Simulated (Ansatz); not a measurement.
# PtSe2, response to strain

The reference is PtSe2 in the CdI2 type structure (space group P-3m1, No. 164; a = 3.772 Å, c = 4.821 Å; layered; relaxed with 0.1 eV smearing). Axes: x lies along a and z along c of the hexagonal cell.

Strains are applied to the cell and any free atomic positions relax; under biaxial strain the out-of-plane vector relaxes too; under stress the whole cell relaxes.

The values are results of DFT with PBE-D3(BJ), PAW potentials and a 420 eV plane-wave cutoff in Ansatz (a program for electronic structure), no SOC, not measurements.

Notes on the quantities. pressure: mean of the normal stresses, compression positive.

```json
[
 {"case": "base", "shortest interatomic distance": "252.6 pm", "pressure": "0.0 GPa"},
 {"case": "biaxial strain −0.74 %, plane normal [001], relaxed out of plane", "shortest interatomic distance": "[?]", "pressure": "[?]"},
 {"case": "biaxial strain +0.55 %, plane normal [001], relaxed out of plane", "shortest interatomic distance": "253.1 pm", "pressure": "-0.7 GPa"},
 {"case": "biaxial strain +1.31 %, plane normal [001], relaxed out of plane", "shortest interatomic distance": "253.7 pm", "pressure": "-1.7 GPa"},
 {"case": "biaxial strain +2.21 %, plane normal [001], relaxed out of plane", "shortest interatomic distance": "254.6 pm", "pressure": "-2.8 GPa"},
 {"case": "biaxial strain +2.29 %, plane normal [001], relaxed out of plane", "shortest interatomic distance": "254.6 pm", "pressure": "-2.8 GPa"},
 {"case": "isotropic strain +1.21 %", "shortest interatomic distance": "254.1 pm", "pressure": "-2.7 GPa"},
 {"case": "uniaxial strain ε_zz = −3.56 %", "shortest interatomic distance": "251.8 pm", "pressure": "2.1 GPa"},
 {"case": "uniaxial strain ε_zz = −0.77 %", "shortest interatomic distance": "252.5 pm", "pressure": "0.4 GPa"},
 {"case": "uniaxial stress, 2 GPa tension along z", "shortest interatomic distance": "252.5 pm", "pressure": "–"}
]
```

Q: Complete the table.

A: 
- biaxial strain −0.74 %, plane normal [001], relaxed out of plane, shortest interatomic distance: 252.0 pm
- biaxial strain −0.74 %, plane normal [001], relaxed out of plane, pressure: 1.0 GPa

Beyond what the load breaks, stability against distortions was not tested. The final runs are not spin-polarised.
